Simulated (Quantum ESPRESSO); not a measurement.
Input and output of a self-consistent single point for AlAs (F-43m, 2 atoms in the cell) (Quantum ESPRESSO).

Method: PBE, PSlibrary PAW (PBE) pseudopotentials (plane waves; Quantum ESPRESSO).

```
CELL_PARAMETERS angstrom
      0.00000     2.83790     2.83790
      2.83790     0.00000     2.83790
      2.83790     2.83790     0.00000
ATOMIC_POSITIONS crystal
  Al 0.00000 0.00000 0.00000
  As 0.75000 0.75000 0.75000
```

Reference input (self-consistent single point, DFT, PBE, plane waves, PSlibrary PAW (PBE) pseudopotentials): ecutwfc = 35 Ry; ecutrho = 210 Ry; occupations = smearing; smearing = fd; degauss = 0.000734986 Ry; potentials = {Al: Al.pbe-n-kjpaw_psl.1.0.0.UPF, As: As.pbe-n-kjpaw_psl.1.0.0.UPF}; K_POINTS = automatic 5 5 5 0 0 0; conv_thr = 1e-10 Ry; mixing_beta = 0.3. This run's input differs from it in these lines:

```diff
@@ -12,4 +12,4 @@
    ntyp = 2
-   ecutwfc = 35
-   ecutrho = 210
+   ecutwfc = 61
+   ecutrho = 366
    occupations = 'smearing'
```

Log, with long lists cut:

```
     Self-consistent Calculation

     iteration #  1     ecut=    61.00 Ry     beta= 0.30

     Threshold (ethr) on eigenvalues was too large:
     Diagonalizing with lowered threshold

     total energy              =    -215.56266685 Ry
     estimated scf accuracy    <       0.06660341 Ry

     iteration #  2     ecut=    61.00 Ry     beta= 0.30

     total energy              =    -215.56116567 Ry
     estimated scf accuracy    <       0.01982936 Ry

     iteration #  3     ecut=    61.00 Ry     beta= 0.30

     total energy              =    -215.56275649 Ry
     estimated scf accuracy    <       0.00214853 Ry

   [... 5 blocks of this kind left out ...]

     iteration #  9     ecut=    61.00 Ry     beta= 0.30

     total energy              =    -215.56288195 Ry
     estimated scf accuracy    <          2.3E-10 Ry

     iteration # 10     ecut=    61.00 Ry     beta= 0.30
     End of self-consistent calculation

     the Fermi energy is     6.1843 ev

!    total energy              =    -215.56288195 Ry
     estimated scf accuracy    <          2.3E-11 Ry
     smearing contrib. (-TS)   =      -0.00000000 Ry
     internal energy E=F+TS    =    -215.56288195 Ry

     convergence has been achieved in  10 iterations

     Forces acting on atoms (cartesian axes, Ry/au):

     atom    1 type  1   force =    -0.00000000   -0.00000000   -0.00000000
     atom    2 type  2   force =     0.00000000    0.00000000    0.00000000

     Total force =     0.000000     Total SCF correction =     0.000000

          total   stress  (Ry/bohr**3)                   (kbar)     P=       22.23
   0.00015112  -0.00000000  -0.00000000           22.23       -0.00       -0.00
  -0.00000000   0.00015112  -0.00000000           -0.00       22.23       -0.00
  -0.00000000  -0.00000000   0.00015112           -0.00       -0.00       22.23

   JOB DONE.
```

The run converged in 10 iterations. Against the reference run the free energy goes down by 1.3 meV/atom, the pressure hardly changes (2.21 to 2.22 GPa) and the gap on the mesh stays at 1.639 eV.

The starting cell comes from a database of computed structures (which also holds hypothetical and non-ambient phases and stackings), without a prior relaxation at this level.
